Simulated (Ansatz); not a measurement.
Take IrO₂ in the rutile structure (space group P4_2/mnm, No. 136) as the base.

```
IrO2
1.0
    4.52926     0.00000     0.00000
    0.00000     4.52926     0.00000
    0.00000     0.00000     3.17980
Ir O
2 4
Direct
  0.00000   0.00000   0.00000
  0.50000   0.50000   0.50000
  0.30843   0.30843   0.00000
  0.80843   0.19157   0.50000
  0.19157   0.80843   0.50000
  0.69157   0.69157   0.00000
```

Computed with PBE (Ansatz, a first-principles code, PAW, without spin-orbit coupling).

Base values:

```
Property              Result
-------------------  -------
Lattice parameter a  4.529 Å
```

Perturbation: a hydrostatic pressure of 9 GPa.

What does the calculation give for the lattice parameter a after the change?

The lattice parameter a decreases by 0.059 Å, from 4.529 Å to 4.470 Å.

Load acts through the strain it causes; cell and atoms are relaxed under it. Whether these cells are dynamically stable was not tested. Competing high-pressure phases were not computed. No Hubbard U is applied, and correlation can decide whether such a compound is a metal. The final runs are not spin-polarised.
